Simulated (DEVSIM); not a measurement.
Structure: Au/HfO2/p-Ge capacitor, at 350 K.

Layer 1 from the left is HfO2, thickness (nm) 10.0. Layer 2 from the left is Ge, thickness (nm) 6200, Na (cm⁻³) 9.2e15.

Metal gate on the left, work function 5.1 eV. Fixed charge at the semiconductor interface -1.1e10 cm⁻² (in units of +e); no interface traps.

Constants are typed, rounded textbook-type inputs, not results; the design itself was drawn at random and stands for no fabricated device. Values at 300 K; Nc and Nv go as T^1.5, mobilities as T to minus their exponent, the gap by Varshni's rule with the affinity fixed.

HfO2: gap (eV) 5.7, affinity (eV) 2.5, permittivity 22. Ge: gap (eV) 0.664, affinity (eV) 4, permittivity 16, Nc (cm⁻³) 1.04e19, Nv (cm⁻³) 6e18, Varshni α (eV/K) 0.000477, Varshni β (K) 235.

Problem. Estimate by hand the flat-band voltage, the threshold voltage, and compare with a numerical solution.

Solution. 
- Flat-band voltage: C = 1.95 μF/cm², work-function difference 0.658 V; VFB = φms − qNf/C = 0.66 V; numerical 0.66 V.
- Threshold voltage: φF = 0.111 V, depletion charge √(4εqNφF) = 3.05e-8 C/cm²; VT = VFB + 2φF + Qd/C = 0.90 V; numerical 0.90 V.

Model (solved in DEVSIM): 1D Poisson equation in equilibrium, Boltzmann statistics, complete ionisation; no quantum confinement or tunnelling. Metal contacts follow the ideal Schottky-Mott rule: no Fermi-level pinning, no interface dipoles.
